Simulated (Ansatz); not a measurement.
Take a 12-atom supercell of WSe$_{2}$ in the 2H-MoS2 type structure (space group P6_3/mmc, No. 194; a = 3.300 Å, c = 13.151 Å; layered, stacked along the Cartesian z axis) at its relaxed geometry as the base.

Method: r2SCAN+rVV10 (Ansatz, a program for electronic structure; PAW; 500 eV plane waves; without spin-orbit coupling).

For the base:

| Property | Value |
|---|---|
| Pressure | 0.0 GPa |

Perturbation: one W atom is replaced by Se, atoms relaxed at fixed cell, starting from a slightly rattled geometry.

Tabulated Pauling electronegativity and covalent radius: W 2.36, 1.62 Å; Se 2.55, 1.20 Å.

Q: What happens to the largest displacement of a host atom from its site in the perfect cell, pressure and shift of the substituted atom off its lattice site?

A: The largest displacement of a host atom from its site in the perfect cell comes out as 0.25 Å; the pressure goes from zero to 3.5 GPa; the shift of the substituted atom off its lattice site comes out as 0.56 Å.

The magnetic state is the one reached from the starting moments; the real material's order can differ, and small cells can't hold many antiferromagnetic ones. In so small a cell the defect repeats every few ångströms: this is an ordered compound, not a dilute defect. The mesh was chosen for an insulator and is coarse for the gapless case. Seeded moments were not kept for Se on a W site (antisite). The defect cell is spin-polarised and ends with 0.1 μB.
